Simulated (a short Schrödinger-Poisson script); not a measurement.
From a short Schrödinger-Poisson script (our own, NumPy): one-band effective-mass equation with BenDaniel-Duke matching, electrons, heavy and light holes apart, hard walls at the outer ends, one valence edge for both holes (no strain splitting), no charge, excitons, band mixing or non-parabolicity; under a field the levels are quasi-bound states of a box, listed while three quarters of their weight lies within 4 nm of the wells.

System: single In0.15Ga0.85As/GaAs quantum well.

From the first side: 20 nm GaAs; 8 nm In0.15Ga0.85As; 20 nm GaAs.

Constants are typed, rounded textbook-type inputs, not results; the design itself was drawn at random and stands for no fabricated device. In0.15Ga0.85As: direct gap (eV) 1.274, conduction-band edge (eV) 0, electron mass (mₑ) 0.061, heavy-hole mass 0.37, light-hole mass 0.08. GaAs: direct gap (eV) 1.424, conduction-band edge (eV) 0.098, electron mass (mₑ) 0.067, heavy-hole mass 0.377, light-hole mass 0.09.

The valence-band edge of each layer lies one gap below its conduction-band edge. The electron's potential energy rises along the stack by the applied field. Mesh 0.03 nm at interfaces.

**Question.** Give the hh1 − lh1 (meV); the shift of e1-hh1 at 16.9 kV/cm (meV); the e1 above the well's band edge (meV).

**Answer.** hh1 − lh1 (meV): 12.8; shift of e1-hh1 at 16.9 kV/cm (meV): -0.9; e1 above the well's band edge (meV): 33.4. Excitons are left out, and strain enters only through the typed gaps and offsets, so measured lines lie elsewhere.
